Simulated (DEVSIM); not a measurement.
System: Cr/SiO2/n-Ge capacitor, at 250 K.

| layer (left to right) | material | thickness (nm) | Nd (cm⁻³) |
|---|---|---|---|
| 1 | SiO2 | 13.0 | - |
| 2 | Ge | 540 | 1.2e18 |

Metal gate on the left, work function 4.5 eV. Fixed charge at the semiconductor interface 0 cm⁻² (in units of +e); interface traps 1.1e10 cm⁻² eV⁻¹, uniform in energy, neutral level at 0.5 of the gap above the valence band.

Constants are typed, rounded textbook-type inputs, not results; the design itself was drawn at random and stands for no fabricated device. Values at 300 K; Nc and Nv go as T^1.5, mobilities as T to minus their exponent, the gap by Varshni's rule with the affinity fixed.

```tsv
parameter	SiO2	Ge
gap (eV)	9	0.664
affinity (eV)	0.9	4
permittivity	3.9	16
Nc (cm⁻³)	-	1.04e19
Nv (cm⁻³)	-	6e18
Varshni α (eV/K)	-	0.000477
Varshni β (K)	-	235
```

Model (solved in DEVSIM): 1D Poisson equation in equilibrium, Boltzmann statistics, complete ionisation; no quantum confinement or tunnelling. Metal contacts follow the ideal Schottky-Mott rule: no Fermi-level pinning, no interface dipoles.

Problem. Tabulate band edges, carrier densities and field at -1.0 V on the gate.

Solution. Energies count from the Fermi level of the right contact; mesh points crowd at the junctions.

| x (μm) | Ec (eV) | Ev (eV) | n (cm⁻³) | p (cm⁻³) | field (V/cm) |
|---|---|---|---|---|---|
| 0.000 | 4.600 | -4.400 | < 1e2 | < 1e2 | -950000 |
| 0.0009867 | 4.506 | -4.494 | < 1e2 | < 1e2 | -950000 |
| 0.002772 | 4.335 | -4.665 | < 1e2 | < 1e2 | -950000 |
| 0.005682 | 4.058 | -4.942 | < 1e2 | < 1e2 | -950000 |
| 0.01012 | 3.635 | -5.365 | < 1e2 | < 1e2 | -950000 |
| 0.01195 | 3.460 | -5.540 | < 1e2 | < 1e2 | -950000 |
| 0.01296 | 3.363 | -5.637 | < 1e2 | < 1e2 | -760000 |
| 0.01454 | 0.227 | -0.456 | 2.1e14 | 2.9e9 | -210000 |
| 0.01716 | 0.176 | -0.507 | 2.2e15 | 2.8e8 | -180000 |
| 0.02194 | 0.107 | -0.575 | 5.4e16 | 1.2e7 | -110000 |
| 0.03168 | 0.050 | -0.633 | 7.9e17 | 790000 | -21000 |
| 0.05957 | 0.041 | -0.642 | 1.2e18 | 520000 | -23 |
| 0.1025 | 0.041 | -0.642 | 1.2e18 | 520000 | ≈ 0 |
| 0.1899 | 0.041 | -0.642 | 1.2e18 | 520000 | ≈ 0 |
| 0.3793 | 0.041 | -0.642 | 1.2e18 | 520000 | ≈ 0 |
| 0.4621 | 0.041 | -0.642 | 1.2e18 | 520000 | ≈ 0 |
| 0.5073 | 0.041 | -0.642 | 1.2e18 | 520000 | ≈ 0 |
| 0.5295 | 0.041 | -0.642 | 1.2e18 | 520000 | ≈ 0 |
| 0.5439 | 0.041 | -0.642 | 1.2e18 | 520000 | ≈ 0 |
| 0.5489 | 0.041 | -0.642 | 1.2e18 | 520000 | ≈ 0 |
| 0.5514 | 0.041 | -0.642 | 1.2e18 | 520000 | ≈ 0 |
| 0.5530 | 0.041 | -0.642 | 1.2e18 | 520000 | ≈ 0 |
